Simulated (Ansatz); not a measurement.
# WS2: energy against strain

WS2 (2H layered, P6_3/mmc, 16.485 Å³/atom at rest, c along z) under an equal strain ε in the (0001) plane with the normal axis free, as in a coherent film. PBEsol-D3(BJ) in Ansatz, a plane-wave DFT program (PAW, default set), 420 eV, 12×12×3 Γ-centred mesh, Fermi-Dirac smearing 0.05 eV; ions are relaxed within the symmetry of each cell.

Here s stands for strain and y for E less E0.

```
strain (%)  E less E0 (meV/atom)
----------  --------------------
-3.00                          ?
-1.20                       4.98
-0.60                       1.23
0.00                        0.00
0.60                        1.20
1.20                        4.74
```

**Question.** Using a parabola, estimate the missing y at s = -3.00 from the other rows, showing the fit.

**Answer.** Least squares gives y = 0.000 - 0.0850·s + 3.3750·s². Residuals (row less fit): 0.018, -0.036, 0.000, 0.036, -0.018; standard error 0.040 (degrees of freedom: 2). Twice the quadratic coefficient over the volume, 2 × 3.3750 meV × 10⁴ × 0.1602 / 16.485 Å³, is twice the biaxial elastic modulus of this plane = 656 ± 6 GPa. At the withheld row, y = 0.000 - 0.0850 × (-3.0) + 3.3750 × (-3.0)² = 30.630 meV/atom. The calculation gives 32.36 meV/atom, 1.730 meV/atom above the prediction (5.3 % of the range of y in the table). The row lies outside the fitted rows, so this is an extrapolation. From the scatter of the fitted rows alone, a prediction at this place has a standard error of 0.259 meV/atom, so the miss is 6.7 times that.

One order more, fitted to all 11 runs of the series, follows each within 0.01, so the miss is the next term of a smooth law. Rows are the converged runs of the series near zero and its far end; series whose fitted rows scatter by over a few per cent of the range, as at a crossing or softening among them, aren't shown in this form. Most that stay on the fit to the last digits aren't either.
